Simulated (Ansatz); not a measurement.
Base system: WSi2 (space group I4/mmm, No. 139; a = 3.2122 Å, c = 7.8065 Å; relaxed with 0.1 eV smearing). Axes: x, y, z lie along a, b, c of the conventional cell.

Level of theory: plane-wave PAW DFT at the r2SCAN level (Ansatz, an electronic-structure program, 500 eV), scalar-relativistic without spin-orbit coupling, earlier PAW set.

Base values:

The shortest interatomic distance is 2.579 Å and the band gap is zero.

The change: uniaxial strain ε_xx = +2.78 %, all other strain components held at zero, atoms relaxed at fixed cell.

Task: What happens to the stress?

Result: The stress (xx, yy, zz, yz, xz, xy; compression positive) comes out as (-11.5, -3.1, -2.5, 0.0, 0.0, 0.0) GPa.

Task: What does the calculation give for the energy relative to the base after the change?

Result: The energy goes up by 14 meV/atom.

Task: What does the calculation give for the shortest interatomic distance after the change?

Result: The shortest interatomic distance shrinks by 0.007 Å to 2.572 Å.

Task: What does the calculation give for the band gap after the change?

Result: The band gap remains zero.

No phonon test of stability was made. The final runs are not spin-polarised.
